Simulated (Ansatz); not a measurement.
Results of r²SCAN+rVV10 (Ansatz, a quantum-chemistry and plane-wave program, plane waves, PAW) for quartz-high SiO2 (high-temperature phase).

Run with plane-wave cutoff 560 eV, 12×12×6 k mesh (along the axes of the cell as run), Fermi–Dirac smearing 0.01 eV, scalar-relativistic PAW data made under PBE.

Shape and atoms are relaxed at each volume.

Pressure at four volumes; x = ln(V/13.581 Å³). One pressure is withheld.

| V (Å³/atom) | x | P (GPa) |
|---|---|---|
| 13.038 | -0.0408 | 6.16 |
| 13.581 | 0.0000 | 0.00 |
| 13.853 | 0.0198 | -2.79 |
| 14.124 | 0.0392 | ? |

Task: Pass a parabola P(x) through the three rows shown, estimate the bulk modulus and its pressure derivative near zero pressure, and predict the withheld pressure.

Result: Slopes between the rows: (0.00 − (6.16))/(0.0000 − (-0.0408)) = -150.98 and (-2.79 − (0.00))/(0.0198 − (0.0000)) = -140.91 GPa. Their difference over the span 0.0606 is c = 10.07/0.0606 = 166.2 GPa, so P(x) = 6.16 + (-150.98)(x − (-0.0408)) + 166.2 (x − (-0.0408))(x − (0.0000)). At the middle row B = −dP/dx = −[-150.98 + 166.2 × 0.0408] = 144.2 GPa, and B′ = dB/dP = 2c/B = 2.3. At x = 0.0392 the parabola gives -5.40 GPa; the run gives -5.41 GPa. The Birch–Murnaghan fit to the energies at all volumes has B0 = 144 GPa and B′ = 2.3.

Note: symmetry holds this phase in the static calculation, where it need not be a minimum; held by symmetry at 0 K, a high-temperature phase can be a saddle point; the bulk modulus comes from volumes at which shape and atoms were relaxed.
